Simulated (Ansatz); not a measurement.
The reference is Ti₃Al (space group P6_3/mmc, No. 194).

```
Ti3Al
1.0
    5.74712     0.00000     0.00000
   -2.87356     4.97715     0.00000
    0.00000     0.00000     4.63151
Ti Al
6 2
Direct
  0.82982   0.65965   0.25000
  0.17018   0.82982   0.75000
  0.34035   0.17018   0.25000
  0.17018   0.34035   0.75000
  0.82982   0.17018   0.25000
  0.65965   0.82982   0.75000
  0.33333   0.66667   0.25000
  0.66667   0.33333   0.75000
```

Cartesian axes are those of the cell as printed.

Level of theory: DFT with r2SCAN, PAW potentials and a 500 eV plane-wave cutoff in Ansatz (a first-principles code), spin-orbit coupling left out.

Base values:

Volume per atom: 16.56 Å³

Now apply this change: biaxial strain +0.71 %, plane normal [001], relaxed out of plane (Cartesian); in-plane vectors clamped, the third vector and the atoms free.

**Question.** How does this affect the volume per atom?

**Answer.** The volume per atom increases by 0.17 Å³ to 16.73 Å³.

**Question.** Predict the new energy relative to the base.

**Answer.** The energy increases by 1.3 meV/atom.

Stability against distortions was not tested. All final runs are without spin polarisation.
